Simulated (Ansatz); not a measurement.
**How far to go with the k-point mesh: Li₃YBi₂ (P3m1, 6 atoms in the cell)**

```
Li3YBi2
1.0
    4.61481     0.00000     0.00000
   -2.30741     3.99654     0.00000
    0.00000     0.00000     7.28770
Li Y Bi
3 1 2
Direct
  0.66667   0.33333   0.35780
  0.33333   0.66667   0.64906
  0.00000   0.00000   0.50000
  0.00000   0.00000   0.00000
  0.66667   0.33333   0.75259
  0.33333   0.66667   0.24741
```

Computed with PBEsol, default PAW files made with PBE (plane waves; Ansatz, an electronic-structure program).

Base settings: basis.ecutwfc = 420 eV; kpoints.mp_grid.grid = 8 8 5; hamiltonian.xc = pbesol; hamiltonian.pseudopotentials = {kind: paw} (the program's default PAW files); scf.occupations.method = gaussian; scf.occupations.width = 0.1 eV.

The second cell is the first with its lattice scaled by 0.98.

Only quantities that move along the ladder and can be compared are tabulated.

The count of work is k-points × plane waves × bands × iterations; it is no time. Core times come from one kind of shared machine, to one figure; runs under 30 s give none.

The starting cell comes from a database of computed structures (which also holds hypothetical and non-ambient phases and stackings), without a prior relaxation at this level. Its lattice was rescaled by up to half a per cent. One atom was moved a little off its site on purpose. Ansatz's pressure includes its estimate of the finite-basis (Pulay) stress.

```csv
kpoints.mp_grid.grid,free energy less the last step's (meV/atom),energy of the compressed cell less the first (meV/atom),pressure (GPa),largest difference of a force vector from the last step's (eV/Å),count of work / last,core time / last (rough)
2 2 1,183.89,9.16,-0.24,0.234,0.0019,–
2 2 2,226.71,9.77,-0.03,0.178,0.0039,–
3 3 2,46.28,5.05,-0.70,0.068,0.0050,–
4 4 2,13.96,2.83,-0.91,0.031,0.0067,–
4 4 3,14.56,4.03,-0.81,0.023,0.0075,–
5 5 3,5.95,3.60,-0.85,0.015,0.010,–
6 6 3,3.02,3.79,-0.84,0.013,0.014,–
7 7 4,1.16,3.57,-0.86,0.003,0.027,–
8 8 5,0.46,3.46,-0.87,0.005,0.039,–
9 9 5,0.04,3.41,-0.88,0.006,0.049,–
10 10 6,-0.07,3.50,-0.87,0.003,0.070,–
11 11 6,-0.12,3.53,-0.87,0.002,0.082,–
12 12 7,-0.09,3.57,-0.86,0.001,0.11,–
13 13 7,-0.11,3.57,-0.86,0.001,0.12,0.1
15 15 8,-0.06,3.61,-0.86,0.001,0.19,0.2
16 16 9,-0.02,3.62,-0.86,0.001,0.23,0.2
18 18 10,0.00,3.62,-0.86,0.001,0.32,0.4
20 20 11,0.01,3.61,-0.86,0.001,0.42,0.4
22 22 12,0.01,3.59,-0.86,0.001,0.55,0.6
27 27 15,0.00,3.58,-0.86,0.000,1.0,1
```

Coarsest kpoints.mp_grid.grid that holds the energy of the compressed cell less the first within 1 meV/atom of the last step, with all finer ones: 4 4 2, at 0.0067 of the last step's count of work; the step before is off by 1.5 meV/atom.

Coarsest kpoints.mp_grid.grid that holds the free energy within 0.5 meV/atom of the last step, with all finer ones: 8 8 5, at 0.039 of the last step's count of work; the step before is off by 1.2 meV/atom.

Coarsest kpoints.mp_grid.grid that holds the forces within 0.02 eV/Å of the last step, with all finer ones: 5 5 3, at 0.010 of the last step's count of work; the step before is off by 0.023 eV/Å.

The energy difference between the two cells stays within 1 meV/atom of the last step's from 4 4 2 on, the total only from 8 8 5 on: much of the error is common to both cells and cancels.

Two neighbours can agree and both be off: 4 4 2 and 4 4 3 differ by 0.60 meV/atom in the free energy, yet lie about 15 meV/atom from the last step.

Keys are those of Ansatz 0.2.
